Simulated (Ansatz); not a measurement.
CuI: electrons 3.0×10^21 cm⁻³

The reference is CuI in the zinc blende structure (space group F-43m, No. 216; a = 6.079 Å).

One thing is altered: electron doping at 3.0×10^21 cm⁻³ (0.169 per cell), with a uniform compensating background at fixed cell and a 300 K Fermi–Dirac width.

Calculations: PBE/PAW in Ansatz (a quantum-chemistry and plane-wave program), without spin-orbit coupling. Settings: 22×22×22 k-points, 0.0259 eV Fermi–Dirac smearing.

The gap between the host's bands drops by 0.08 eV to 1.02 eV and the gap character is still direct at Γ. The valley order (the lowest conduction-band minima on the path, energy above the VBM, named in the base's zone) becomes Γ 1.02 eV; L along ⟨111⟩ 2.07 eV (base: Γ 1.10 eV; L along ⟨111⟩ 2.13 eV) and the Fermi level relative to the doped band's edge (positive inside the band; to 0.05 eV) amounts to +1.35 eV.

Final structure:

```xyz
2
Lattice="0.0000 3.0397 3.0397 3.0397 0.0000 3.0397 3.0397 3.0397 0.0000" Properties=species:S:1:pos:R:3 pbc="T T T"
I      4.5595     4.5595     4.5595
Cu     0.0000     0.0000     0.0000
```
Cell charge -0.168512.

Cost of the whole job for the changed cell (relaxation, final SCF and bands): about 50 core-seconds (a rough figure).

Charged cell with a jellium background: band edges are those of the host's band count, energies are not comparable with the neutral cell, and many-body gap narrowing is missing. Spin-orbit coupling, missing from the scalar runs, can matter with I. Stability against distortions was not tested. All final runs are without spin polarisation.
